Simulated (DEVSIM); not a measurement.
Structure: W/La2O3/p-Ge capacitor, at 300 K.

```csv
layer (left to right),material,thickness (nm),Na (cm⁻³)
1,La2O3,20.0,-
2,Ge,2300,3.4e15
```

Metal gate on the left, work function 4.6 eV. Fixed charge at the semiconductor interface 0 cm⁻² (in units of +e); no interface traps.

Constants are typed, rounded textbook-type inputs, not results; the design itself was drawn at random and stands for no fabricated device. Values at 300 K.

```csv
parameter,La2O3,Ge
gap (eV),5.8,0.664
affinity (eV),1.8,4
permittivity,27,16
Nc (cm⁻³),-,1.04e19
Nv (cm⁻³),-,6e18
```

Model (solved in DEVSIM): 1D Poisson equation in equilibrium, Boltzmann statistics, complete ionisation; no quantum confinement or tunnelling. Metal contacts follow the ideal Schottky-Mott rule: no Fermi-level pinning, no interface dipoles.

### Question
Give the band bending (positive: bands bend down) and minority sheet density.

### Answer

| Vg (V) | ψs (V) | minority carriers (cm⁻²) |
|---|---|---|
| -0.25 | -0.186 | < 1e8 |
| -0.1 | -0.144 | < 1e8 |
| 0.05 | -0.064 | < 1e8 |
| 0.2 | 0.064 | < 1e8 |
| 0.35 | 0.207 | 9.4e8 |
| 0.5 | 0.341 | 9.0e10 |
| 0.65 | 0.416 | 6.4e11 |
| 0.8 | 0.455 | 1.5e12 |
